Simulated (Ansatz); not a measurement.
Levels about the gap of amorphous Si$_{33}$N$_{40}$ (73 atoms in a cell of 841 Å³, 2.94 g/cm³; zone centre alone, so wide bands show as single levels with stretches between that a denser mesh fills), at the geometry that PBE relaxed, where it gives 1.1 GPa on a denser mesh. The participation number counts the atoms over which a state spreads; weights are charges in smoothed Voronoi cells. The levels come from a single point, so bond lengths are those of that geometry. Method of the levels: PBE, scalar-relativistic without spin-orbit coupling (Ansatz, a first-principles code). Sampling: the zone centre alone; Fermi-Dirac width 0.02 eV; no spin polarisation. The usual formal charges leave 12 electrons over, so the level spacing at the Fermi energy parts defect or band states and needn't be the band gap.

The cell was made by melting and quenching with the CHGNet potential and then relaxed with DFT. N atoms were pushed apart under 1.9 Å during the dynamics, to hinder bonds among them. The hot cell started wider than the set density and was brought back towards it in steps. It is the lowest in DFT energy of 2 quenches. It is a model cell: composition and starting density were chosen by hand, and all elements were melted together. No dispersion term was used. Its density started from a set value of 2.94 and ended at 2.94 g/cm³. The quench (nominally 380 K/ps over its main leg) was far faster than any real one, so the model tends to hold more defects than a real film. One small periodic cell is one sample of the glass; other quenches scatter about these values. The volume was held where the preparation left it and the shape relaxed, at a PBE pressure of 1.1 GPa. Stress components on the final sampling reach 1.2 GPa. On a 2×2×2 Γ-centred mesh force components of up to 0.25 eV/Å stay, since the relaxation ran on the zone centre alone.

| E - E(highest filled), eV | filling | participation number | largest on | weight N | weight Si |
|---|---|---|---|---|---|
| -1.89 | filled | 24.1 | N, 3 neighbours | 0.77 | 0.23 |
| -1.80 | filled | 19.7 | N, 3 neighbours | 0.77 | 0.23 |
| -1.61 | filled | 11.4 | N, 2 neighbours | 0.81 | 0.19 |
| -1.53 | filled | 14.7 | N, 2 neighbours | 0.77 | 0.23 |
| -1.37 | filled | 4.5 | N, 2 neighbours | 0.86 | 0.14 |
| -0.33 | filled | 6.8 | Si, 2 neighbours | 0.47 | 0.53 |
| 0.00 | filled | 12.2 | Si, 4 neighbours | 0.45 | 0.55 |
| 1.88 | empty | 35.1 | Si, 4 neighbours | 0.45 | 0.55 |
| 2.02 | empty | 27.6 | Si, 2 neighbours | 0.42 | 0.58 |
| 2.26 | empty | 27.7 | Si, 2 neighbours | 0.42 | 0.58 |
| 2.31 | empty | 32.6 | Si, 4 neighbours | 0.45 | 0.55 |
| 2.47 | empty | 41.8 | Si, 4 neighbours | 0.44 | 0.56 |
| 2.49 | empty | 32.1 | Si, 4 neighbours | 0.44 | 0.56 |
| 2.71 | empty | 39.0 | Si, 4 neighbours | 0.43 | 0.57 |

Most localised among these is the filled level at -1.37 eV, on a N atom, which has 2 neighbours (Si 1.64 Å, Si 1.65 Å).
